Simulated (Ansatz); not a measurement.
## Quick settings and what they miss: YSn3 (Pm-3m, 4 atoms in the cell)

Self-consistent single point.

```
CELL_PARAMETERS angstrom
      4.69939     0.00000     0.00000
      0.00000     4.69939     0.00000
      0.00000     0.00000     4.69939
ATOMIC_POSITIONS crystal
  Y  0.00000 0.00000 0.00000
  Sn 0.50000 0.50000 0.00000
  Sn 0.00000 0.50000 0.50000
  Sn 0.50000 0.00000 0.50000
```

Method: LDA (PW92), PAW files made with PBE (plane waves; Ansatz, a quantum-chemistry and plane-wave program).

Base settings: basis.ecutwfc = 420 eV; kpoints.mp_grid.grid = 9 9 9; hamiltonian.xc = lda; hamiltonian.pseudopotentials = {kind: paw} (the program's default PAW files); scf.occupations.method = fermi_dirac; scf.occupations.width = 0.1 eV.

Tight run (finer mesh or higher cutoff; not a proven limit): basis.ecutwfc: 420 eV → 590 eV; kpoints.mp_grid.grid: 9 9 9 → 13 13 13; scf.convergence.dr2_threshold: default (1e-07 eV) → 1e-09 eV. It gave Fermi level (on the code's own zero) 11.76 eV; pressure -3.83 GPa.

Quick runs, as changes from the base:
- A: the base itself
- B: basis.ecutwfc: 420 eV → 250 eV; kpoints.mp_grid.grid: 9 9 9 → 6 6 6; kpoints.mp_grid.shift: default → 0.5 0.5 0.5
- C: basis.ecutwfc: 420 eV → 295 eV; kpoints.mp_grid.grid: 9 9 9 → 8 8 8; kpoints.mp_grid.shift: default → 0.5 0.5 0.5; scf.convergence.dr2_threshold: default (1e-07 eV) → 0.0001 eV
- D: basis.ecutwfc: 420 eV → 295 eV; kpoints.mp_grid.grid: 9 9 9 → 4 4 4; scf.occupations.method: fermi_dirac → gaussian; scf.occupations.width: 0.1 eV → 0.136 eV
- E: basis.ecutwfc: 420 eV → 210 eV; kpoints.mp_grid.grid: 9 9 9 → 8 8 8; scf.occupations.width: 0.1 eV → 0.2 eV; scf.convergence.dr2_threshold: default (1e-07 eV) → 0.0001 eV
- F: kpoints.mp_grid.grid: 9 9 9 → 4 4 4

Energies are extrapolated to zero smearing width, which holds to low order in the width alone.

The count of work is k-points × plane waves × bands × iterations; it is no time. 

Pressures in the table are Ansatz's without its Pulay estimate, at a fixed set of plane waves; the tight run's value above holds the estimate.

The starting cell comes from a database of computed structures (which also holds hypothetical and non-ambient phases and stackings), without a prior relaxation at this level. Its lattice was rescaled by a random factor within 2.5 % of one. In the base run, with a pressure of about -4 GPa the cell is away from its equilibrium volume at this level.

| run | energy less tight (meV/atom) | pressure less tight (GPa) | count of work / tight |
|---|---|---|---|
| A | -0.8 | 0.02 | 0.22 |
| B | 274.4 | -13.11 | 0.029 |
| C | 28.8 | -1.57 | 0.057 |
| D | 37.8 | -1.64 | 0.038 |
| E | 1670.1 | -64.47 | 0.064 |
| F | 14.7 | -0.11 | 0.062 |

Among the runs at the tight run's level, the energy misses run from 0.8 to 1670.1 meV/atom.

Keys are those of Ansatz 0.2.
